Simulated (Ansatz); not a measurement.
# SiO2: pressure series

Base system: SiO2 in the rutile structure (space group P4_2/mnm, No. 136; a = 4.1945 Å, c = 2.6785 Å).

Cell and atoms are relaxed at each pressure.

The values are results of Ansatz (a quantum-chemistry and plane-wave program), PBEsol, PAW, cutoff 420 eV, no SOC, not measurements.

```json
[
 {"P (GPa)": "-2.00", "V (Å³/atom)": "7.911"},
 {"P (GPa)": "-1.00", "V (Å³/atom)": "7.882"},
 {"P (GPa)": "0.90", "V (Å³/atom)": "7.830"},
 {"P (GPa)": "2.10", "V (Å³/atom)": "7.798"},
 {"P (GPa)": "4.50", "V (Å³/atom)": "7.736"},
 {"P (GPa)": "8.99", "V (Å³/atom)": "7.628"},
 {"P (GPa)": "14.99", "V (Å³/atom)": "7.496"},
 {"P (GPa)": "29.99", "V (Å³/atom)": "7.213"}
]
```

Q: Fit a third-order Birch–Murnaghan equation of state.

A: Least squares on P(V) = (3B₀/2)[(V₀/V)^(7/3) − (V₀/V)^(5/3)]·[1 + (3/4)(B₀′ − 4)((V₀/V)^(2/3) − 1)] gives V₀ = 7.85 Å³/atom, B₀ = 286 GPa and B₀′ = 4.9.

Measured bulk modulus of SiO2: 309.9 GPa (room temperature; as listed in arXiv:1001.2066); the computed value is for a static lattice, so the two differ by thermal effects too.

Between the base and pressure 30 GPa the gap moves from 5.35 eV to 6.62 eV, a mean slope of 42 meV/GPa.

Load acts through the strain it causes; cell and atoms are relaxed under it. Whether these cells are dynamically stable was not tested. Competing high-pressure phases were not computed.
